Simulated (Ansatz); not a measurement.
The starting structures come from a database of crystals and need not be the phases stable at ambient conditions.

 Where the default PAW files enter, the runs use the earlier of Ansatz's two default sets.

Inside the gap of an insulator the Bloch states are evanescent, with a wavenumber k + iκ along the transport direction.

Input:

```
CELL_PARAMETERS angstrom
      4.21148     0.00000     0.00000
      0.65784     4.15978     0.00000
      1.77682    -2.07989     2.73551
ATOMIC_POSITIONS crystal
  Ca 0.00000 0.00000 0.00000
  C  0.40211 0.40211 0.00000
  C  0.59789 0.59789 0.00000
```

Space group of this cell: I4/mmm. The cell is taken as given.

Transport runs along the normal of the first two printed cell vectors, the (110) plane of the conventional cell.

The gap is the functional's own. No spin-orbit coupling. Mid-gap values are interpolated on the energy grid.

**Question.** State the band gap and the smallest decay constant κ at mid-gap according to Ansatz (a quantum-chemistry and plane-wave program) with r2SCAN.

**Answer.** Gap 1.66 eV on a 12×12×12 mesh; κ = 0.262 1/Å, at (0.500, 0.500) of the in-plane reciprocal vectors. At the zone centre, at the nearest computed energy, the slowest state has κ = 0.38 1/Å.
